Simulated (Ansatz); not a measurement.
Take KF in the rock salt structure (space group Fm-3m, No. 225) as the base.

```yaml
crystal:
  lattice:
    - [0.00000, 2.65916, 2.65916]
    - [2.65916, 0.00000, 2.65916]
    - [2.65916, 2.65916, 0.00000]
  atoms:
    - { symbol: F, position: [0.00000, 0.00000, 0.00000] }
    - { symbol: K, position: [0.50000, 0.50000, 0.50000] }
```

Method: DFT with r2SCAN, PAW potentials and a 500 eV plane-wave cutoff in Ansatz (a quantum-chemistry and plane-wave program), spin-orbit coupling left out.

For the base:

| Quantity | Result |
|---|---|
| Shortest interatomic distance | 265.9 pm |
| Valley order | Γ 6.91 eV; X along ⟨100⟩ 8.79 eV |
| Width of the top valence band | 0.35 eV |

Modification: cell and atoms relaxed at a pressure of 22.5 GPa.

Task: Estimate the effect on the shortest interatomic distance.

Result: The shortest interatomic distance drops by 25.4 pm, from 265.9 pm to 240.5 pm.

Task: What happens to the valley order?

Result: The valley order (the lowest conduction-band minima on the path, energy above the VBM, named in the base's zone) changes from Γ 6.91 eV; X along ⟨100⟩ 8.79 eV to X along ⟨100⟩ 8.65 eV; Γ 8.72 eV.

Task: What happens to the width of the top valence band?

Result: The width of the top valence band grows by 0.57 eV to 0.92 eV.

The levels and masses belong to the bands next to the band gap. Load acts through the strain it causes; cell and atoms are relaxed under it. Stability against distortions was not tested. No other phases were tried under pressure.
